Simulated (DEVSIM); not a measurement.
Structure: Pt/Al2O3/p-Ge capacitor, at 250 K.

```
layer (left to right)  material  thickness (nm)  Na (cm⁻³)
---------------------  --------  --------------  ---------
1                         Al2O3            4.40          -
2                            Ge           10000     3.4e15
```

Metal gate on the left, work function 5.6 eV. Fixed charge at the semiconductor interface -9.8e10 cm⁻² (in units of +e); no interface traps.

The device is made up for the run: typed textbook-type constants, with dimensions and the other settings drawn at random. Values at 300 K; Nc and Nv go as T^1.5, mobilities as T to minus their exponent, the gap by Varshni's rule with the affinity fixed.

| parameter | Al2O3 | Ge |
|---|---|---|
| gap (eV) | 6.8 | 0.664 |
| affinity (eV) | 1.35 | 4 |
| permittivity | 9 | 16 |
| Nc (cm⁻³) | - | 1.04e19 |
| Nv (cm⁻³) | - | 6e18 |
| Varshni α (eV/K) | - | 0.000477 |
| Varshni β (K) | - | 235 |

Model (solved in DEVSIM): 1D Poisson equation in equilibrium, Boltzmann statistics, complete ionisation; no quantum confinement or tunnelling. Metal contacts follow the ideal Schottky-Mott rule: no Fermi-level pinning, no interface dipoles.

Problem. Tabulate band edges, carrier densities and field at 1.35 V on the gate.

Solution. Energies count from the Fermi level of the right contact; mesh points crowd at the junctions.

```json
[
 {"x (μm)": "0.000", "Ec (eV)": "2.900", "Ev (eV)": "-3.900", "n (cm⁻³)": "< 1e2", "p (cm⁻³)": "< 1e2", "field (V/cm)": "44000"},
 {"x (μm)": "0.001213", "Ec (eV)": "2.905", "Ev (eV)": "-3.895", "n (cm⁻³)": "< 1e2", "p (cm⁻³)": "< 1e2", "field (V/cm)": "44000"},
 {"x (μm)": "0.002884", "Ec (eV)": "2.913", "Ev (eV)": "-3.887", "n (cm⁻³)": "< 1e2", "p (cm⁻³)": "< 1e2", "field (V/cm)": "44000"},
 {"x (μm)": "0.004195", "Ec (eV)": "2.918", "Ev (eV)": "-3.882", "n (cm⁻³)": "< 1e2", "p (cm⁻³)": "< 1e2", "field (V/cm)": "44000"},
 {"x (μm)": "0.006237", "Ec (eV)": "0.272", "Ev (eV)": "-0.411", "n (cm⁻³)": "2.6e13", "p (cm⁻³)": "2.4e10", "field (V/cm)": "13000"},
 {"x (μm)": "0.01023", "Ec (eV)": "0.277", "Ev (eV)": "-0.406", "n (cm⁻³)": "2.1e13", "p (cm⁻³)": "3.0e10", "field (V/cm)": "13000"},
 {"x (μm)": "0.01956", "Ec (eV)": "0.289", "Ev (eV)": "-0.394", "n (cm⁻³)": "1.2e13", "p (cm⁻³)": "5.3e10", "field (V/cm)": "13000"},
 {"x (μm)": "0.05318", "Ec (eV)": "0.330", "Ev (eV)": "-0.352", "n (cm⁻³)": "1.7e12", "p (cm⁻³)": "3.6e11", "field (V/cm)": "12000"},
 {"x (μm)": "0.1198", "Ec (eV)": "0.399", "Ev (eV)": "-0.283", "n (cm⁻³)": "7.0e10", "p (cm⁻³)": "8.8e12", "field (V/cm)": "9100"},
 {"x (μm)": "0.2752", "Ec (eV)": "0.495", "Ev (eV)": "-0.188", "n (cm⁻³)": "8.2e8", "p (cm⁻³)": "7.5e14", "field (V/cm)": "3500"},
 {"x (μm)": "0.6378", "Ec (eV)": "0.527", "Ev (eV)": "-0.155", "n (cm⁻³)": "1.9e8", "p (cm⁻³)": "3.3e15", "field (V/cm)": "44"},
 {"x (μm)": "1.945", "Ec (eV)": "0.528", "Ev (eV)": "-0.155", "n (cm⁻³)": "1.8e8", "p (cm⁻³)": "3.4e15", "field (V/cm)": "≈ 0"},
 {"x (μm)": "4.534", "Ec (eV)": "0.528", "Ev (eV)": "-0.155", "n (cm⁻³)": "1.8e8", "p (cm⁻³)": "3.4e15", "field (V/cm)": "≈ 0"},
 {"x (μm)": "7.633", "Ec (eV)": "0.528", "Ev (eV)": "-0.155", "n (cm⁻³)": "1.8e8", "p (cm⁻³)": "3.4e15", "field (V/cm)": "≈ 0"},
 {"x (μm)": "9.256", "Ec (eV)": "0.528", "Ev (eV)": "-0.155", "n (cm⁻³)": "1.8e8", "p (cm⁻³)": "3.4e15", "field (V/cm)": "≈ 0"},
 {"x (μm)": "9.684", "Ec (eV)": "0.528", "Ev (eV)": "-0.155", "n (cm⁻³)": "1.8e8", "p (cm⁻³)": "3.4e15", "field (V/cm)": "≈ 0"},
 {"x (μm)": "9.868", "Ec (eV)": "0.528", "Ev (eV)": "-0.155", "n (cm⁻³)": "1.8e8", "p (cm⁻³)": "3.4e15", "field (V/cm)": "≈ 0"},
 {"x (μm)": "9.947", "Ec (eV)": "0.528", "Ev (eV)": "-0.155", "n (cm⁻³)": "1.8e8", "p (cm⁻³)": "3.4e15", "field (V/cm)": "≈ 0"},
 {"x (μm)": "9.986", "Ec (eV)": "0.528", "Ev (eV)": "-0.155", "n (cm⁻³)": "1.8e8", "p (cm⁻³)": "3.4e15", "field (V/cm)": "≈ 0"},
 {"x (μm)": "9.997", "Ec (eV)": "0.528", "Ev (eV)": "-0.155", "n (cm⁻³)": "1.8e8", "p (cm⁻³)": "3.4e15", "field (V/cm)": "≈ 0"},
 {"x (μm)": "10.00", "Ec (eV)": "0.528", "Ev (eV)": "-0.155", "n (cm⁻³)": "1.8e8", "p (cm⁻³)": "3.4e15", "field (V/cm)": "≈ 0"},
 {"x (μm)": "10.00", "Ec (eV)": "0.528", "Ev (eV)": "-0.155", "n (cm⁻³)": "1.8e8", "p (cm⁻³)": "3.4e15", "field (V/cm)": "≈ 0"}
]
```
